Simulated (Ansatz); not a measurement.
## A computed series for BeSe: pressure series

Consider BeSe in the zinc blende structure (space group F-43m, No. 216; a = 5.178 Å).

Cell and atoms are relaxed at each pressure.

All numbers come from PBE (Ansatz, an electronic-structure program; PAW; 420 eV plane waves; no spin-orbit coupling), earlier PAW set.

Two rows of this table had their results exchanged by mistake.

```tsv
pressure	volume per atom (Å³)	shortest distance (Å)	band gap
pressure −2 GPa	17.84	2.263	2.73 eV
pressure −1 GPa	17.59	2.252	2.70 eV
pressure 0.9 GPa	17.15	2.233	2.65 eV
pressure 2.1 GPa	15.71	2.169	2.45 eV
pressure 4.5 GPa	16.44	2.202	2.56 eV
pressure 9 GPa	16.90	2.222	2.62 eV
pressure 15 GPa	14.94	2.133	2.32 eV
pressure 22.5 GPa	14.17	2.096	2.17 eV
pressure 30 GPa	13.54	2.064	2.03 eV
```

Task: Which two?

Result: The rows for pressure 2.1 GPa and pressure 9 GPa: the volume has to fall steadily with pressure, so 16.90 Å³ belongs to pressure 2.1 GPa and 15.71 Å³ to pressure 9 GPa.

Load acts through the strain it causes; cell and atoms are relaxed under it. Whether these cells are dynamically stable was not tested. No other phases were tried under pressure.
